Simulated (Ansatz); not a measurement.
Start from GaCuSe2 in the chalcopyrite structure (space group I-42d, No. 122; a = 5.672 Å, c = 11.263 Å). Axes: x, y, z lie along a, b, c of the conventional cell.

Computed with PBE, PAW, 420 eV (Ansatz, a program for electronic structure; no SOC).

Before the change:

- Pressure = 0.0 GPa
- Volume per atom = 22.64 Å³

Now apply this change: compressive biaxial strain of 3.00 % in the plane normal to [001], as in epitaxy on a mismatched substrate; the out-of-plane cell vector and the atoms relax.

**Question.** Predict the new energy relative to the base, pressure and volume per atom.

**Answer.** The energy increases by 11 meV/atom; the pressure (mean of the normal stresses, compression positive) goes from zero to 1.7 GPa; the volume per atom falls by 0.61 Å³ (22.64 Å³ → 22.03 Å³).

Whether these cells are dynamically stable was not tested. All final runs are without spin polarisation.
